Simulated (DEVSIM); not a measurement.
System: Schottky contact on p-type GaSb, at 300 K.

Layer 1 from the left is GaSb, thickness (μm) 1.30, Na (cm⁻³) 9e15, τn (s) 7e-9, τp (s) 7e-9.

Left contact: Schottky, work function 4.396 eV, emission velocity 5.6e6 cm/s. Right contact: ohmic. Voltage is applied to the left contact. Recombination: SRH at mid-gap, radiative, Auger. Mobility is μmin + (μ − μmin)/(1 + (N/Nref)^α).

The device is made up for the run: typed textbook-type constants, with dimensions and the other settings drawn at random. Values at 300 K.

GaSb: gap (eV) 0.726, affinity (eV) 4.06, permittivity 15.7, Nc (cm⁻³) 2.1e17, Nv (cm⁻³) 1.8e19, μn (cm²/Vs) 5000, μp (cm²/Vs) 850, μn,min 1000, μp,min 190, Nref,n 2.8e17, Nref,p 9e17, αn 1.05, αp 0.65, B (cm³/s) 1e-10, Cn (cm⁶/s) 5e-30, Cp (cm⁶/s) 5e-30.

### Question
Estimate by hand the built-in potential, the peak field at zero bias, the capacitance at 2 V, and compare with a numerical solution.

### Answer

- Built-in potential: barrier φB = 0.390 eV; Vbi = φB − kT/q ln(N_band/N) = 0.194 V; numerical 0.194 V.
- Peak field at zero bias: depletion approximation: W = √(2εVbi/(qN)) = 0.193 μm with N = 9.00e15 cm⁻³; field = 2Vbi/W = 20000 V/cm; numerical 18600 V/cm (estimate above by 7.7 %).
- Capacitance at 2 V: C = √(qεN / 2(Vbi + |V|)) = 21.4 nF/cm²; numerical 21.5 nF/cm² (estimate below by 0.60 %).

DEVSIM, 1D drift-diffusion, Boltzmann statistics, complete ionisation; no tunnelling, impact ionisation, image-force lowering or self-heating. Metal contacts follow the ideal Schottky-Mott rule: no Fermi-level pinning, no interface dipoles.
